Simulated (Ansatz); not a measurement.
Effect of pressure 5 GPa on Si3N4

Take Si₃N₄ (space group P6_3/m, No. 176; a = 7.6635 Å, c = 2.9265 Å) as the base.

Modification: cell and atoms relaxed at a pressure of 5 GPa.

The values are results of PBE, PAW, 420 eV (Ansatz, a program for electronic structure; scalar-relativistic without spin-orbit coupling), not measurements. Γ-centred 4×4×9 mesh, Fermi–Dirac width 0.05 eV.

| quantity | base | changed | shift |
|---|---|---|---|
| volume per atom | 10.63 Å³ | 10.42 Å³ | -0.217 Å³ |
| lattice parameter a | 766.4 pm | 760.9 pm | -5.42 pm |
| c/a ratio | 0.382 | 0.382 | 0.000 |
| shortest interatomic distance | 174.3 pm | 173.1 pm | -1.2 pm |
| enthalpy H = E + PV relative to the base's energy | – | +0.33 eV/atom | – |
| band gap | 4.25 eV | 4.32 eV | +0.07 eV |
| gap character | indirect, Γ–A (33 % along) → Γ | indirect, Γ–A (33 % along) → Γ | – |
| smallest direct gap | 4.45 eV | 4.53 eV | +0.075 eV |
| mean gap deformation potential ΔEg/Δln V | – | -3.4 eV | – |
| width of the top valence band | 1.31 eV | 1.35 eV | +0.048 eV |
| electron mass | 0.22 mₑ along c, 1.5 mₑ across (at Γ) | 0.22 mₑ along c, 1.4 mₑ across (at Γ) | – |

Load acts through the strain it causes; cell and atoms are relaxed under it. Effective masses come from finite differences of ±0.01 Å⁻¹. Whether these cells are dynamically stable was not tested. No other phases were tried under pressure.
